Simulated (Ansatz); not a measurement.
**Ga2O3 (model structure, started from the Al2S3 type, Cc, No. 9, 10 atoms in the cell)**

The numbers are results of r²SCAN in Ansatz (PAW), not measurements.

Settings: plane-wave cutoff 560 eV, 8×8×8 k mesh, Fermi–Dirac smearing 0.01 eV, scalar-relativistic PAW data made under PBE.

Cell (relaxed at this level):

Ga2O3 is taken in the monoclinic space group Cc (No. 9), Pearson symbol mS20. Cell: a = 9.912 Å, b = 5.699 Å, c = 5.835 Å, α = 90.00°, β = 122.17°, γ = 90.00°. Ga1 on 4a sees 4 O at 1.786–1.882 Å (tetrahedral). Ga2 on 4a sees 4 O at 1.785–1.879 Å (tetrahedral). O1 on 4a is surrounded by 3 Ga at 1.862–1.882 Å (trigonal planar). O2 on 4a is coordinated by 3 Ga at 1.850–1.879 Å (trigonal planar). O3 on 4a is surrounded by 2 Ga at 1.785 Å (bent). (Neighbours: up to the widest gap in distance over summed covalent radii, below 1.35, at either atom; cation-cation and far metal-metal contacts left out.)
(The calculation used a cell of 10 atoms; values per cell refer to that cell.)

```
Property                        Value
--------  ---------------------------
band gap  2.85 eV (on the SCF k mesh)
```

Note: the relaxation could raise the start's symmetry but not lower it, so the cell can be a saddle point.

Spin–orbit coupling is not included.

Static lattice: no zero-point or thermal effects.

A model structure was made by putting elements into a prototype or built by hand; it is no filed structure, need not be a known phase, and can be a saddle point held by its symmetry.

Ansatz is a first-principles code.
